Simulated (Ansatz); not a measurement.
## Zone-centre phonon calculation of In2CuTe3Br (P1, 7 atoms in the cell) at several settings

```
CELL_PARAMETERS angstrom
      6.31253     0.00000     0.00000
     -0.07716     6.33115     0.00000
     -2.99895    -3.19664     6.31449
ATOMIC_POSITIONS crystal
  In 0.98410 0.99747 0.01071
  In 0.24818 0.73345 0.47879
  Cu 0.52128 0.52736 0.01221
  Te 0.41391 0.90068 0.25233
  Te 0.82564 0.37868 0.25830
  Te 0.62015 0.57943 0.72950
  Br 0.13673 0.13293 0.75817
```

Base: LDA (PW92), PAW files made with PBE run with Ansatz (a quantum-chemistry and plane-wave program). Its settings: kpoints.mp_grid.grid = 3 3 3; hamiltonian.xc = lda; hamiltonian.pseudopotentials = {kind: paw} (the program's default PAW files); scf.occupations.method = gaussian; scf.occupations.width = 0.0015 Ry. Starting volume 36.05 Å³ per atom.

Each line gives the change from the base single point and the result:

- kpoints.mp_grid.grid: 3 3 3 → 1 1 1; phonons.method: default → dfpt: zone-centre frequencies (cm⁻¹; negative means imaginary) -37, -30, 0, 0, 0, 26, 39, 56, 59, 65, 72, 76, 101, 104, 108, 114, 121, 134, 138, 147, 154.
- phonons.method: default → dfpt: zone-centre frequencies (cm⁻¹; negative means imaginary) -30, 0, 0, 0, 55, 59, 61, 63, 68, 77, 79, 82, 105, 110, 115, 118, 130, 137, 139, 148, 154.
- scf.occupations.method: gaussian → fixed; scf.occupations.width: 0.0015 Ry → default; phonons.method: default → dfpt; phonons.dielectric: default → true; phonons.rigid_motions: default → translations: zone-centre frequencies (cm⁻¹; negative means imaginary) -30, 0, 0, 0, 55, 59, 61, 63, 68, 77, 79, 82, 105, 110, 115, 118, 130, 137, 139, 148, 154; ε∞ at this k-point mesh, which may be far from converged in small-gap cells (xx, yy, zz) 12.1, 12.1, 11.7; Born charges at this mesh (mean of the diagonal, e) In 2.74, In 2.74, Cu 1.01, Te -1.62, Te -1.48, Te -1.34, Br -2.05.

The starting cell comes from a database of computed structures (which also holds hypothetical and non-ambient phases and stackings), without a prior relaxation at this level. Its lattice was rescaled by a random factor within 2.5 % of one. In the base run, with a pressure of about -5 GPa the cell is away from its equilibrium volume at this level.

Frequencies and response belong to this unrelaxed cell.

Keys are those of Ansatz 0.2.
